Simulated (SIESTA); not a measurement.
A self-consistent single point of FeAl (P4mm, 2 atoms in the cell) with SIESTA.

Method of the run: SIESTA with LDA PW92, numerical atomic orbitals DZP, PseudoDojo LDA standard norm-conserving potentials (rewritten from UPF to PSML).

```
CELL_PARAMETERS angstrom
      2.91873     0.00000     0.00000
      0.00000     2.91873     0.00000
      0.00000     0.00000     2.91873
ATOMIC_POSITIONS crystal
  Al 0.50000 0.50000 0.51713
  Fe 0.00000 0.00000 0.00000
```

Reference input (self-consistent single point, DFT, LDA PW92, numerical atomic orbitals DZP, PseudoDojo LDA standard norm-conserving potentials (rewritten from UPF to PSML)): XC.functional = LDA; XC.authors = PW92; potentials = PseudoDojo LDA standard; PAO.BasisSize = DZP; PAO.EnergyShift = 0.005 Ry; MeshCutoff = 300 Ry; kgrid.MonkhorstPack = 5 5 5; OccupationFunction = FD; ElectronicTemperature = 0.1 eV; MaxSCFIterations = 150; SCF.Mixer.Method = Pulay; SCF.Mixer.Weight = 0.1. This run's input differs from it in these lines:

```diff
@@ -39,3 +39,6 @@
 SCF.Mixer.History            8
-SCF.DM.Tolerance             1.0E-05
+SCF.DM.Converge              false
+SCF.H.Converge               false
+SCF.FreeE.Converge           true
+SCF.FreeE.Tolerance          1.0E-12 eV
 Diag.ParallelOverK           true
```

The program printed (abridged):

```
        iscf     Eharris(eV)        E_KS(eV)     FreeEng(eV)     dDmax    Ef(eV) dHmax(eV)
   scf:    1    -3444.373129    -3466.571803    -3466.678302  1.377084 -5.532131 15.276361
   scf:    2    -3474.501919    -3471.535452    -3471.648885  0.086421 -6.421397  5.689215
   scf:    3    -3472.391288    -3472.249999    -3472.370172  0.056152 -6.930138  0.467295
   scf:    4    -3472.233994    -3472.251584    -3472.375429  0.079042 -6.998677  0.682136
   scf:    5    -3472.271343    -3472.266806    -3472.390609  0.016147 -6.926804  0.049265
   [... 141 lines left out ...]
   scf:  147    -3472.266620    -3472.266620    -3472.390728  0.000000 -6.923601  0.000000
   scf:  148    -3472.266620    -3472.266620    -3472.390728  0.000000 -6.923601  0.000000
   scf:  149    -3472.266620    -3472.266620    -3472.390728  0.000000 -6.923601  0.000000
   scf:  150    -3472.266620    -3472.266620    -3472.390728  0.000000 -6.923601  0.000000
SCF_NOT_CONV: SCF did not converge in maximum number of steps (required).
SCF_NOT_CONV: SCF did not converge in maximum number of steps (required).
Geom step, scf iteration, dDmax, dHmax:    0   150      0.000000     0.000000
Geom step, scf iteration, dDmax, dHmax:    0   150      0.000000     0.000000

ABNORMAL_TERMINATION
ABNORMAL_TERMINATION
Stopping Program from Node:    0
Stopping Program from Node:    0
```

The run ended unconverged after 150 iterations. 

The starting cell has typed, rounded lattice constants, without a prior relaxation at this level. Its lattice was rescaled by up to half a per cent. One atom was moved a little off its site on purpose. Values carry the incompleteness of an atom-centred basis.

Cost on one core of a shared machine: roughly 4 min.
